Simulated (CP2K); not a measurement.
## Converging the k-point mesh: Ag (Fm-3m, 1 atom in the cell)

```yaml
crystal:
  lattice:
    - [2.90653, 0.00000, 0.00000]
    - [1.45326, 2.51713, 0.00000]
    - [1.45326, 0.83904, 2.37317]
  atoms:
    - { symbol: Ag, position: [0.00000, 0.00000, 0.00000] }
```

Level of theory: PBE, GPW, DZVP-MOLOPT-SR-GTH basis, GTH-PBE potentials (GTH_POTENTIALS) in CP2K.

Base settings: CUTOFF = 500 Ry; REL_CUTOFF = 60 Ry; SMEAR/METHOD = FERMI_DIRAC; ELECTRONIC_TEMPERATURE = 1160.45 K; KPOINTS/SCHEME = MONKHORST-PACK 6 6 6; GAMMA_CENTERED = T; XC_FUNCTIONAL = PBE; Ag/BASIS_SET = DZVP-MOLOPT-SR-GTH-q11; Ag/POTENTIAL = GTH-PBE-q11; METHOD = GPW.

Moved along: GAMMA_CENTERED.

The second cell is the first with its lattice scaled by 0.98.

Only quantities that move along the ladder and can be compared are tabulated.

The starting cell has typed, rounded lattice constants, without a prior relaxation at this level. Its lattice was rescaled by up to half a per cent. Values carry the incompleteness of an atom-centred basis. In the base run, with a pressure of about 5 GPa the cell is away from its equilibrium volume at this level. Without a gap this mesh is coarse (it stands for a supercell whose shortest vector is 17 Å).

| KPOINTS/SCHEME | free energy less the last step's (meV/atom) | energy of the compressed cell less the first (meV/atom) | pressure (GPa) |
|---|---|---|---|
| MONKHORST-PACK 2 2 2 | 1937.34 | 203.96 | 25.67 |
| MONKHORST-PACK 3 3 3 | -342.64 | 26.46 | 0.61 |
| MONKHORST-PACK 4 4 4 | 173.45 | 55.40 | 4.77 |
| MONKHORST-PACK 5 5 5 | -124.32 | 42.21 | 2.93 |
| MONKHORST-PACK 6 6 6 | 58.08 | 53.89 | 4.70 |
| MONKHORST-PACK 7 7 7 | -51.81 | 45.82 | 3.46 |
| MONKHORST-PACK 8 8 8 | 22.97 | 52.21 | 4.42 |
| MONKHORST-PACK 9 9 9 | -19.59 | 47.12 | 3.66 |
| MONKHORST-PACK 11 11 11 | -6.48 | 47.23 | 3.74 |
| MONKHORST-PACK 12 12 12 | 0.00 | 49.23 | 4.02 |

Coarsest KPOINTS/SCHEME that holds the free energy within 5 meV/atom: not settled: the last two steps still differ by 6.5 meV/atom, over half the tolerance, so the ladder does not show it.

Coarsest KPOINTS/SCHEME that holds the pressure within 1 GPa of the last step, with all finer ones: MONKHORST-PACK 6 6 6; the step before is off by 1.1 GPa.

Coarsest KPOINTS/SCHEME that holds the energy of the compressed cell less the first within 1 meV/atom: not settled: the last two steps still differ by 2.0 meV/atom, over half the tolerance, so the ladder does not show it.
